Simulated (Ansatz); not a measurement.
**Effect of pressure 0.3 GPa on SrTiO3**

Base system: SrTiO3 in the cubic perovskite structure (space group Pm-3m, No. 221; a = 3.907 Å).

Modification: cell and atoms relaxed at a pressure of 0.3 GPa.

Level of theory: r2SCAN (Ansatz, a quantum-chemistry and plane-wave program, PAW, no spin-orbit coupling). k-mesh 9×9×9 (Γ-centred); smearing 0.05 eV (Fermi–Dirac).

The density is nearly the same (5.11 g/cm³ against 5.12 g/cm³) and the lattice parameter a stays essentially unchanged (390.7 pm against 390.5 pm). The shortest interatomic distance hardly moves (195.4 pm against 195.3 pm) and the enthalpy H = E + PV relative to the base's energy comes out as +0.02 eV/atom. The band gap remains 2.26 eV and the gap character remains indirect, R → Γ. The width of the top valence band remains 1.06 eV.

Load acts through the strain it causes; cell and atoms are relaxed under it. Stability against distortions was not tested. The final runs are not spin-polarised. Many cubic perovskites are stable only at high temperature; tilts and polar distortions were not tested.
